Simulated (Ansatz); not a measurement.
For HfGe (model structure, from the CsCl type, Pm-3m, No. 221), PBEsol (plane waves, PAW; Ansatz, a quantum-chemistry and plane-wave program) gives:

- lattice parameter a: 3.307 Å
- enthalpy of formation: -0.337 eV/atom

What does r²SCAN (Ansatz, plane waves, PAW) give for the same quantities?


- lattice constant a: 3.333 Å (goes up by 0.8 %)
- formation enthalpy: -0.236 eV/atom (moves by +0.101 eV/atom)

Changes are worked out from the printed values.

Unless a cell is named, each level is at its own relaxed cell (PBEsol 18.09, r²SCAN 18.51 Å³/atom).

Levels without +SOC leave out spin–orbit coupling, which shifts energies and cells of such heavy elements.

Ansatz's density-functional and Hartree–Fock values are scalar-relativistic unless marked +SOC, with PAW data made under PBE.

A model structure was made by putting elements into a prototype or built by hand; it is no filed structure, need not be a known phase, and can be a saddle point held by its symmetry.
